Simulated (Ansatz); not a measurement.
An Ansatz (an electronic-structure program) run: Nb with a change (pressure 15 GPa); plane-wave PAW DFT at the PBE level (Ansatz, 420 eV), without spin-orbit coupling.

Input:

Ansatz 0.2 input:
```yaml
crystal:
  lattice:
    - [-1.6283588595, 1.6283588595, 1.6283588595]
    - [1.6283588595, -1.6283588595, 1.6283588595]
    - [1.6283588595, 1.6283588595, -1.6283588595]
  atoms:
    - { symbol: Nb, position: [0, 0, 0] }
basis: { ecutwfc: 420, ecutrho_ratio: 4, xc_grid: 2, fft_grid_basis: typed }
kpoints: { mp_grid: { grid: [20, 20, 20] } }
hamiltonian:
  xc: pbe
  dispersion: none
  pseudopotentials: { kind: paw }
scf: { occupations: { method: fermi_dirac, width: 0.05 } }
relax: { f_tol: 0.01, max_steps: 60, cell: { stress_tol: 0.02, p_target: 15.0 } }
output: { forces: true, stress: true }
checkpoint: { write: state.ck, write_every: 1000 }
```

Output (explanatory and most iteration lines left out):

```
Relaxation: its limit of steps is 60 (relax.max_steps)
Pseudopotential: Nb, paw, valence charge 13
Crystal: 1 atoms, lattice volume = 17.271 Å³
Basis set: ecut = 420 eV, 321 PW (Γ), exchange–correlation on 40×40×40 points (8 copies of the dense FFT grid, shifted against one another)
Bands: 11, of which v1, the nominal top of the filled ones, is band 7 counted from 1 (6 counted from 0)
Symmetry: 48 space group operations
Space group: Im-3m (ITA 229), of the structure as read, at distance tolerance 2.6e-5 Å
k-points: 256 of 8000
Functional: x = pbe(κ = 0.804, μ = 0.2195149727645171), c = pbe(β = 0.06672455060314922)
SCF iter   1: F=—  HF=-4552.266943 eV  |F-HF|=—  |Δ(HF+E_count)|=         —  Δρ=4.23e-3  dr2=2.02e-3  ethr=1.77e-3  ⟨swp⟩=5.0  Hψ=16498  notcnv=0
SCF iter   2: F=—  HF=-4552.266579 eV  |F-HF|=—  |Δ(HF+E_count)|=   3.64e-4  Δρ=1.74e-3  dr2=2.29e-4  ethr=1.55e-5  ⟨swp⟩=2.2  Hψ=5798  notcnv=0
SCF 1 converged in 6 iterations: F = -4552.266586 eV  dr2 = 1.13e-11
relax step   1: F+E_penalty+E_count = -4552.26658595 eV  Δ(F+E_penalty+E_count) = +0.000e0 eV  max|allowed force component| = 0.000e0 eV/Å  Δτ_max = 0.0000 Å  P = +8.994 GPa  Ω = 17.271 Å³  (6 SCF iters, dr2 threshold 1.00e-7 eV, accepted)
[... steps on the carried basis left out ...]
relax step   5: F+E_penalty+E_count = -4552.23103316 eV  Δ(F+E_penalty+E_count) = +9.912e-5 eV  max|allowed force component| = 0.000e0 eV/Å  Δτ_max = 0.0000 Å  P = +14.992 GPa  Ω = 16.793 Å³  stress off target by 8.06e-3 GPa  SCF on the basis re-selected at this cell (its energy is not comparable with the rows above)  (5 SCF iters)
SCF converged after 5 iterations
Free energy (F): -4552.231033 eV
Internal energy: -4552.220332 eV  (E = F + TS)
E sigma→0 (E₀):  -4552.225682 eV
Entropy (-TS):   -0.010701 eV (-10.701 meV/atom)
Fermi energy:    19.277136 eV
--- Forces (eV/Å), atoms counted from 1 ---
  atom   1  Nb    -0.00000000    -0.00000000    -0.00000000
--- Stress (GPa, compression-positive) ---
       14.991942       0.000000      -0.000000
        0.000000      14.991942      -0.000000
       -0.000000       0.000000      14.991942
  P = ⅓ Tr σ = 14.9919 GPa (149.919 kbar)
--- Relaxed structure (4 steps of the walk, 3 accepted, 1 SCFs on fresh bases) ---
  cell:  # Å, volume = 16.7932 Å³
    - [-1.6132096919844052, 1.6132096919844052, 1.6132096919844052]
    - [1.6132096919844052, -1.6132096919844052, 1.6132096919844052]
    - [1.6132096919844052, 1.6132096919844052, -1.6132096919844052]
  atoms:
    - { symbol: Nb, position: [0.0, 0.0, 0.0] }
```

Load acts through the strain it causes; cell and atoms are relaxed under it. No phonon test of stability was made. No other phases were tried under pressure. All final runs are without spin polarisation. The cell was made from Nb in the bcc (W type) structure (space group Im-3m, No. 229) by this change: pressure 15 GPa.
